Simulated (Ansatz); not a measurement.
Given:

```xyz
1
Lattice="0.0000 2.0054 2.0054 2.0054 0.0000 2.0054 2.0054 2.0054 0.0000" Properties=species:S:1:pos:R:3 pbc="T T T"
Al     0.0000     0.0000     0.0000
```

All values below come from PBEsol, DFPT electron-phonon coupling, linearised Boltzmann equation (plane waves, PAW, scalar-relativistic; Ansatz, a first-principles code). Geometry: relaxed with this functional, without spin-orbit coupling.

**Question.** Predict the intrinsic resistivity at 300 K.

**Answer.** 2.3 μΩ·cm.

**Question.** How long is the mean free path there?

**Answer.** 23 nm, weighted by the current that each state carries. Wires not much wider than this gain resistivity from their walls.

A metal at this level (no band gap). Only scattering by harmonic phonons is included (no impurities, grain boundaries, electron-electron scattering or thermal expansion). Spin-orbit coupling is left out. The run warned that the eigensolver left some states short of its tolerance. Halving the electron mesh (36x36x36) moves the resistivity by up to 2 % at 300 K, the mean free path by up to 2 %. Smearing 0.20 eV; phonons on a 6x6x6 q mesh, which this run doesn't test.
